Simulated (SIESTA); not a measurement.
Band structure of YN (P-6m2, 2 atoms in the cell).

```
YN
1.0
    3.36560     0.00000     0.00000
   -1.68280     2.91470     0.00000
    0.00000     0.00000     3.06336
Y N
1 1
Direct
  0.66667   0.33333   0.00000
  0.00000   0.00000   0.50000
```

Computed with GGA PBEsol, numerical atomic orbitals DZP, PseudoDojo PBEsol standard norm-conserving potentials (rewritten from UPF to PSML) (SIESTA).

Settings: XC.functional = GGA; XC.authors = PBEsol; potentials = PseudoDojo PBEsol standard; PAO.BasisSize = DZP; PAO.EnergyShift = 0.005 Ry; MeshCutoff = 350 Ry; kgrid.MonkhorstPack = 15 15 14; OccupationFunction = MP; OccupationMPOrder = 0; ElectronicTemperature = 1160.45 K; MaxSCFIterations = 150; SCF.Mixer.Method = Pulay; SCF.Mixer.Weight = 0.2; SCF.Mixer.History = 8.

The starting cell comes from a database of computed structures (which also holds hypothetical and non-ambient phases and stackings), without a prior relaxation at this level. Values carry the incompleteness of an atom-centred basis.

**Question.** Predict the gap along the standard path and the places of the band edges.

**Answer.** The gap along the path is 0.10 eV, direct at a point between K and Γ to within 0.01 eV.

Levels in eV from the top of the valence band on the path, bands 5 to 9:
```
point       5      6      7      8     9
-----  ------  -----  -----  -----  ----
Γ      -13.11  -1.58  -1.58  -0.08  0.17
M      -11.86  -3.79  -1.10  -0.55  0.29
K      -11.65  -3.04  -2.16  -1.13  2.59
A      -11.36  -4.45  -0.95  -0.95  3.14
L      -12.15  -3.20  -2.43  -2.26  2.60
H      -12.20  -4.07  -2.76  -0.58  2.71
```

Higher empty bands are left out: an atom-centred basis made for the valence describes them poorly.
